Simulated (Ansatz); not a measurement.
Ansatz (a first-principles code) run on ScCd (Pm-3m, 2 atoms in the cell): zone-centre phonon calculation.

Level of theory: LDA (PW92), default PAW files made with PBE (plane waves; Ansatz).

```
CELL_PARAMETERS angstrom
      3.54389     0.00000     0.00000
      0.00000     3.54389     0.00000
      0.00000     0.00000     3.54389
ATOMIC_POSITIONS crystal
  Sc 0.50000 0.50000 0.50000
  Cd 0.00000 0.00000 0.00000
```

Reference input (self-consistent single point, DFT, LDA (PW92), plane waves, default PAW files made with PBE): basis.ecutwfc = 420 eV; kpoints.mp_grid.grid = 9 9 9; hamiltonian.xc = lda; hamiltonian.pseudopotentials = {kind: paw} (the program's default PAW files); scf.occupations.method = gaussian; scf.occupations.width = 0.1 eV. This run's input differs from it in these lines:

Ansatz 0.2 input:
```diff
@@ -12,3 +12,3 @@
 kpoints:
-  mp_grid: { grid: [9, 9, 9] }
+  mp_grid: { grid: [12, 12, 12] }
 hamiltonian:
@@ -18,6 +18,5 @@
   occupations: { method: gaussian, width: 0.1 eV }
-output:
-  forces: true
-  eigenvalues: true
-  stress: true
+phonons:
+  method: dfpt
+  qmesh: [4, 4, 4]
```

Log, with long lists cut:

```
SCF iter   1: F=—  HF=-10207.540535 eV  |F-HF|=—  |Δ(HF+E_count)|=         —  Δρ=8.03e-3  dr2=2.02e-2  ethr=1.77e-3  ⟨swp⟩=3.8  Hψ=6370  notcnv=0
all-band conjugate gradients solve this SCF's bands
preconditioner: auto → Kerker (q_TF=auto, 2.569 Å⁻¹)
SCF iter   2: F=—  HF=-10207.535082 eV  |F-HF|=—  |Δ(HF+E_count)|=   5.45e-3  Δρ=2.82e-3  dr2=1.97e-3  ethr=6.50e-5  ⟨swp⟩=2.1  Hψ=3337  notcnv=0
   [... lines left out ...]
SCF iter   6: F=—  HF=-10207.534767 eV  |F-HF|=—  |Δ(HF+E_count)|=   3.03e-6  Δρ=1.12e-5  dr2=3.62e-8  ethr=3.61e-9  ⟨swp⟩=2.0  Hψ=1995  notcnv=0
SCF iter   7: F=—  HF=-10207.534767 eV  |F-HF|=—  |Δ(HF+E_count)|=   6.08e-9  Δρ=1.48e-6  dr2=1.32e-9  ethr=1.17e-10  ⟨swp⟩=2.0  Hψ=2637  notcnv=0
SCF iter   8: F=—  HF=-10207.534767 eV  |F-HF|=—  |Δ(HF+E_count)|=  1.35e-10  Δρ=2.65e-7  dr2=3.79e-11  ethr=4.26e-12  ⟨swp⟩=2.0  Hψ=1887  notcnv=0
SCF iter   9: F=-10207.534767 eV  HF=-10207.534767 eV  |F-HF|=0.00e0  |Δ(HF+E_count)|=  7.28e-12  Δρ=5.01e-8  dr2=1.07e-12  ethr=1.00e-12  ⟨swp⟩=4.8  Hψ=5760  notcnv=0
SCF 1 converged in 9 iterations: F = -10207.534767 eV  dr2 = 1.07e-12
DFPT response loops at q = (0, 0, 0) (fractional): preconditioner auto → Kerker (q_TF=auto, 2.569 Å⁻¹) (partly filled bands, converged f_vac=0.000) …
DFPT response loops at q = (0, 0, 0.25) (fractional): mixed as the last ones told, above
DFPT response loops at q = (0, 0, -0.5) (fractional): mixed as the last ones told, above
DFPT response loops at q = (0, 0.25, 0.25) (fractional): mixed as the last ones told, above
   [... lines left out ...]
Free energy (F): -10207.534767 eV
Fermi energy:    11.982586 eV
   [... lines left out ...]
  largest difference from the sums on the solved wave vectors: F 1.33e-2 eV, S 1.73e-5 and C_V 4.01e-6 eV/K
  zero-point energy: 0.042097 eV/cell   skipped modes (ω ≤ 0): 3   left out of the sums: 6.25e-5 of the cell's modes …
```

The run converged in 9 iterations. 

Summary of the result:
| Item | Value |
|---|---|
| Free energy E − TS (on the zero of these files) | -10207.5348 eV |
| Fermi level (on the code's own zero) | 11.98 eV |
| Zone-centre frequencies (cm⁻¹; negative means imaginary) | 0, 0, 0, 151, 151, 151 |

The starting cell comes from a database of computed structures (which also holds hypothetical and non-ambient phases and stackings), without a prior relaxation at this level. Its lattice was rescaled by up to half a per cent.

Cost on one core of a shared machine: roughly 20 min.
